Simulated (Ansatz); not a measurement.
Start from TiTe₂ in the CdI2 type structure (space group P-3m1, No. 164; a = 3.698 Å, c = 6.384 Å; layered, stacked along the Cartesian z axis; relaxed with 0.1 eV smearing). Axes: x lies along a and z along c of the hexagonal cell.

Method: PBE-D3(BJ) in Ansatz (plane waves to 420 eV, PAW, scalar-relativistic without spin-orbit coupling), earlier PAW set.

One thing is altered: the cell is stretched by 3.95 % along z with no lateral relaxation, atoms relaxed at fixed cell.

Q: Predict the stress tensor and what it implies for the stiffness.

A: Stress of the strained cell less that of the base (GPa, compression positive):
```
   -0.7     0.0     0.0
    0.0    -0.7     0.0
    0.0     0.0    -1.7
```

Then −Δσ_ii/ε with ε = 0.0395 gives secant stiffness values (nonlinear terms included at this strain): C33 ≈ 44 GPa, C13 ≈ 17 GPa and C23 ≈ 17 GPa.

As a check, the harmonic strain energy −½ V₀ Δσ:ε is 5.4 meV/atom; the computed energy rise is 6.1 meV/atom.

No phonon test of stability was made. All final runs are without spin polarisation.

Ansatz is a program for electronic structure.
